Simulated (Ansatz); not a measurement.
H on the 1x1 (111) surface of fcc Rh, one in a 2x2 cell: adsorption energies (eV for each) against ½ H2(g) in Ansatz (plane waves, PAW). Structures relaxed with PBE; the other functionals are single points on them, with slab and gas at the same level. No dispersion, zero-point or thermal terms. Rows are starts at which the adsorbate stayed; left out, since it moved away, changed or didn't bind there, or the run didn't converge: bridge Rh-Rh (span 2.7 Å).

Set-up: 17 atoms, 6.5 Å thick at the start under the adsorbate (thin: gaps and levels are the slab's own); mesh 6x6x1; 0.1 eV smearing; dipole correction on; 8 atoms held, the rest relaxed; each run with such symmetry as its start has; no spin, no spin-orbit, no U, no dispersion correction.

```json
[
 {"site": "top Rh", "PBE": "-0.19", "RPBE": "?", "r2SCAN": "-0.26"},
 {"site": "hollow Rh-Rh-Rh over Rh at depth 2.2 Å", "PBE": "-0.52", "RPBE": "?", "r2SCAN": "-0.57"},
 {"site": "hollow Rh-Rh-Rh over Rh at depth 4.4 Å", "PBE": "-0.55", "RPBE": "?", "r2SCAN": "-0.61"}
]
```

Q: Some entries are withheld; supply them.

A: 
- top Rh, RPBE: -0.07
- hollow Rh-Rh-Rh over Rh at depth 2.2 Å, RPBE: -0.35
- hollow Rh-Rh-Rh over Rh at depth 4.4 Å, RPBE: -0.38

RPBE moves the energies by 0.15 eV on average against PBE and puts 'hollow Rh-Rh-Rh over Rh at depth 4.4 Å' lowest, as PBE does. r2SCAN moves the energies by -0.06 eV on average against PBE and puts 'hollow Rh-Rh-Rh over Rh at depth 4.4 Å' lowest, as PBE does.

Ansatz is an electronic-structure program.
